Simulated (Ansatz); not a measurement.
Ansatz (an electronic-structure program) run on Al₂Cu (I4/mmm, 3 atoms in the cell): self-consistent single point

Method of the run: LDA (PW92), default PAW files made with PBE (plane waves; Ansatz).

This input was run:

Ansatz 0.2 input:
```yaml
# Al2Cu
crystal:
  lattice:
    - [-2.020183, 2.020183, 2.836840]
    - [2.020183, -2.020183, 2.836840]
    - [2.020183, 2.020183, -2.836840]
  atoms:
    - { symbol: Al, position: [0.750000, 0.250000, 0.500000] }
    - { symbol: Al, position: [0.250000, 0.750000, 0.500000] }
    - { symbol: Cu, position: [0.500000, 0.500000, 0.000000] }
basis:
  ecutwfc: 30.9 Ry
kpoints:
  mp_grid: { grid: [11, 11, 11] }
hamiltonian:
  xc: lda
  pseudopotentials: { kind: paw }
scf:
  occupations: { method: gaussian, width: 0.0073 Ry }
output:
  forces: true
  eigenvalues: true
  stress: true
```

Output (repeated stretches shortened):

```
WARN ansatz: RAYON_NUM_THREADS=1 ignored (pool sized by the plan → 1); use --threads N
Pseudopotentials: kind: paw
Pseudopotential: Al, paw, valence charge 3
Pseudopotential: Cu, paw, valence charge 19
Crystal: 3 atoms, lattice volume = 46.310 Å³
Basis set: ecut = 420.4159175005146 eV, 925 PW (Γ)
Bands: 17, of which v1, the nominal top of the filled ones, is band 13 counted from 1 (12 counted from 0)
Symmetry: 16 space group operations
Space group: I4/mmm (ITA 139), of the structure as read, at distance tolerance 3.6e-5 Å
k-points: 126 of 1331
PAW frozen core: Al, regenerated for the run's functional, and the local potential with it
PAW frozen core: Cu, regenerated for the run's functional, and the local potential with it
Initial density: superposition of atomic densities (neutral atoms: chi_scale 0, normalization atom), corrected by the library's trained network
Initial wavefunctions: pseudopotential atomic-orbital guess
Eigensolver: davidson
Functional: x = slater, c = lda
SCF iter   1: F=—  HF=-7582.116895 eV  |F-HF|=—  |Δ(HF+E_count)|=         —  Δρ=8.08e-3  dr2=1.25e-2  ethr=1.77e-3  ⟨swp⟩=5.2  Hψ=10852  notcnv=0
all-band conjugate gradients solve this SCF's bands
preconditioner: auto → Kerker (q_TF=auto, 2.462 Å⁻¹)
SCF iter   2: F=—  HF=-7582.113453 eV  |F-HF|=—  |Δ(HF+E_count)|=   3.44e-3  Δρ=2.53e-3  dr2=3.39e-3  ethr=5.02e-5  ⟨swp⟩=2.1  Hψ=4364  notcnv=0  defer=9
SCF iter   3: F=—  HF=-7582.113013 eV  |F-HF|=—  |Δ(HF+E_count)|=   4.39e-4  Δρ=1.64e-3  dr2=1.08e-3  ethr=1.36e-5  ⟨swp⟩=1.1  Hψ=2158  notcnv=0  defer=9
SCF iter   4: F=—  HF=-7582.112756 eV  |F-HF|=—  |Δ(HF+E_count)|=   2.57e-4  Δρ=1.84e-4  dr2=2.12e-5  ethr=4.33e-6  ⟨swp⟩=1.9  Hψ=2982  notcnv=0  defer=9
SCF iter   5: F=—  HF=-7582.112741 eV  |F-HF|=—  |Δ(HF+E_count)|=   1.44e-5  Δρ=5.57e-5  dr2=1.60e-6  ethr=8.47e-8  ⟨swp⟩=2.4  Hψ=3128  notcnv=0  defer=9
SCF iter   6: F=—  HF=-7582.112741 eV  |F-HF|=—  |Δ(HF+E_count)|=   4.40e-7  Δρ=8.53e-6  dr2=5.36e-8  ethr=4.00e-10  ⟨swp⟩=3.7  Hψ=8428  notcnv=0
SCF iter   7: F=-7582.112741 eV  HF=-7582.112741 eV  |F-HF|=7.50e-9  |Δ(HF+E_count)|=   3.08e-9  Δρ=7.45e-6  dr2=3.22e-8  ethr=2.14e-10  ⟨swp⟩=3.7  Hψ=5939  notcnv=0
SCF 1 converged in 7 iterations: F = -7582.112741 eV  dr2 = 3.22e-8
SCF converged after 7 iterations
Free energy (F): -7582.112741 eV
Harris-Foulkes:  -7582.112741 eV  (|F-HF|=7.50e-9)
Internal energy: -7582.107243 eV  (E = F + TS)
E sigma→0 (E₀):  -7582.109992 eV
Entropy (-TS):   -0.005498 eV (-1.833 meV/atom)
Fermi energy:    9.414214 eV
--- Per-component energies (eV) ---
  E_band       = -490.131220
  E_kinetic    = 347.974121
  E_local      = -5868.818190  (includes V_loc(G=0)·N_el)
  E_nonlocal   = 407.591071
  E_hartree    = 2623.689780
  E_xc         = -169.746375
  E_vxc        = -176.754980  (∫ρ·V_xc dr)
  E_paw        = -2472.943164  (= ΣΔE_a)
  E_vpaw       = -447.491129  (= ΣTr[D̂ρ^β])
  E_aug_tail   = 0.000173  (compensation charges beyond the density's cutoff)
  E_ewald      = -2450.415751
  E_core_change = 0.561093  (= ΣΔE_core)
  E_smearing   = -0.005498  (= −TS)
  E_closure    = -0.000000  (closes the sum)
  Σ components = -7582.112741   (vs F -7582.112741, Δ=0.00e0)
--- Forces (eV/Å), atoms counted from 1 ---
  atom   1  Al     0.00000000     0.00000000     0.00000000
   [... zero for the other atoms too ...]
  max |Σ_I F_I| component: 3.47e-18 eV/Å
--- Stress (GPa, compression-positive) ---
       -1.877428       0.000000       0.000000
        0.000000      -1.877428      -0.000000
        0.000000      -0.000000      -1.348599
  P = ⅓ Tr σ = -1.7012 GPa (-17.012 kbar)
  The stress holds the Pulay correction. Without it, at fixed plane waves, as pw.x and ABINIT print it: P = -1.7741 GPa
--- Band table (eV; the first three rows and the last of 126) ---
  k-point 0: bands = ["-103.7456", "-61.5392", "-61.5392", "-61.5360", "-1.0055", "4.6721", "4.6791", "4.6791", "5.2597", "5.2710", "12.2544", "12.2544", "12.3077", "12.3508", "12.4312", "12.4312", "13.7190"]
  k-point 1: bands = ["-103.7456", "-61.5392", "-61.5392", "-61.5360", "-0.8557", "4.6341", "4.6956", "4.7033", "5.2347", "5.2817", "10.8422", "10.9034", "11.6676", "11.7676", "13.9648", "14.0427", "14.4335"]
  k-point 2: bands = ["-103.7456", "-61.5392", "-61.5392", "-61.5360", "-0.4086", "4.5126", "4.7676", "4.7769", "5.1533", "5.3164", "9.6033", "9.6609", "10.2138", "10.9661", "12.7632", "15.7246", "15.8402"]
  k-point 125: bands = ["-103.7456", "-61.5392", "-61.5392", "-61.5362", "3.2584", "3.4787", "4.0450", "5.1869", "5.2329", "5.4043", "5.4763", "6.9137", "7.4374", "10.0554", "11.3133", "17.7574", "19.7597"]
```

The run converged in 7 iterations.

The starting cell comes from a database of computed structures (which also holds hypothetical and non-ambient phases and stackings), without a prior relaxation at this level. Its lattice was rescaled by up to half a per cent. Spin polarisation is off. Ansatz's pressure includes its estimate of the finite-basis (Pulay) stress.
